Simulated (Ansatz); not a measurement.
Take Zr in the hcp (Mg type) structure (space group P6_3/mmc, No. 194; a = 3.2304 Å, c = 5.1788 Å; relaxed with 0.1 eV smearing) as the base. Axes: x lies along a and z along c of the hexagonal cell.

(Cell as relaxed with PBE.)

Levels (all Ansatz, a first-principles code, PAW): PBE (420 eV, without spin-orbit coupling); r2SCAN (500 eV, no SOC).

Each level relaxes its own structure.

```json
[
 {"base": "volume per atom", "PBE": "23.40 Å³", "r2SCAN": "23.51 Å³"},
 {"base": "lattice parameter a", "PBE": "3.230 Å", "r2SCAN": "3.244 Å"},
 {"base": "band gap", "PBE": "zero", "r2SCAN": "zero"}
]
```

Now apply this change: biaxial strain +4.99 %, plane normal [001], relaxed out of plane (Cartesian); in-plane vectors clamped, the third vector and the atoms free.

```tsv
quantity	PBE	r2SCAN
ratio −ε⊥/ε∥	0.77	0.71
mean in-plane stress (compression positive)	-6.7 GPa	-7.4 GPa
```

PBE's ratio −ε⊥/ε∥ lies 0.06 above r2SCAN's; PBE's in-plane stress lies 0.7 GPa above r2SCAN's. Neither level is exact; r2SCAN is the comparison here, not a measurement.

No phonon test of stability was made. The final runs are not spin-polarised.
